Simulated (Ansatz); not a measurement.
MgO: response to strain

Consider MgO in the rock salt structure (space group Fm-3m, No. 225).

```yaml
crystal:
  lattice:
    - [0.00000, 2.10744, 2.10744]
    - [2.10744, 0.00000, 2.10744]
    - [2.10744, 2.10744, 0.00000]
  atoms:
    - { symbol: O, position: [0.00000, 0.00000, 0.00000] }
    - { symbol: Mg, position: [0.50000, 0.50000, 0.50000] }
```

Cartesian axes are those of the cell as printed.

Strains are applied to the cell and any free atomic positions relax; under biaxial strain the out-of-plane vector relaxes too; under stress the whole cell relaxes.

The values are results of DFT with PBEsol, PAW potentials and a 420 eV plane-wave cutoff in Ansatz (a program for electronic structure), scalar-relativistic without spin-orbit coupling, earlier PAW set, not measurements.

Notes on the quantities. energy relative to the base: free energy F; pressure: mean of the normal stresses, compression positive.

| variant | energy relative to the base | space group | band gap | pressure |
|---|---|---|---|---|
| base | 0 meV/atom | Fm-3m (No. 225) | 4.62 eV | 0.00 GPa |
| biaxial strain −2.45 %, plane normal [001], relaxed out of plane | +13 meV/atom | I4/mmm (No. 139) | 4.89 eV | 6.26 GPa |
| biaxial strain −2.34 %, plane normal [110], relaxed out of plane | +13 meV/atom | Immm (No. 71) | 4.82 eV | 6.37 GPa |
| biaxial strain +1.98 %, plane normal [110], relaxed out of plane | +8.3 meV/atom | Immm (No. 71) | 4.22 eV | -4.63 GPa |
| biaxial strain +0.76 %, plane normal [111], relaxed out of plane | (withheld) | R-3m (No. 166) | 4.45 eV | -1.91 GPa |
| biaxial strain +2.47 %, plane normal [111], relaxed out of plane | +13 meV/atom | R-3m (No. 166) | 4.08 eV | -5.79 GPa |
| uniaxial strain ε_yy = +0.35 % | +0.1 meV/atom | I4/mmm (No. 139) | 4.58 eV | -0.54 GPa |
| uniaxial strain ε_yy = +4.07 % | (withheld) | I4/mmm (No. 139) | 4.19 eV | -5.33 GPa |
| tensor shear ε_yz = −0.30 % | +0.2 meV/atom | Immm (No. 71) | (withheld) | 0.01 GPa |
| uniaxial stress, 8 GPa compression along z | +6.1 meV/atom | I4/mmm (No. 139) | (withheld) | – |

Some entries are withheld; estimate them.


- biaxial strain +0.76 %, plane normal [111], relaxed out of plane, energy relative to the base: +1.3 meV/atom
- uniaxial strain ε_yy = +4.07 %, energy relative to the base: +12 meV/atom
- tensor shear ε_yz = −0.30 %, band gap: 4.60 eV
- uniaxial stress, 8 GPa compression along z, band gap: 4.72 eV

A biaxial case was relaxed in a doubled cell and then solved in the primitive one. Beyond what the load breaks, stability against distortions was not tested.
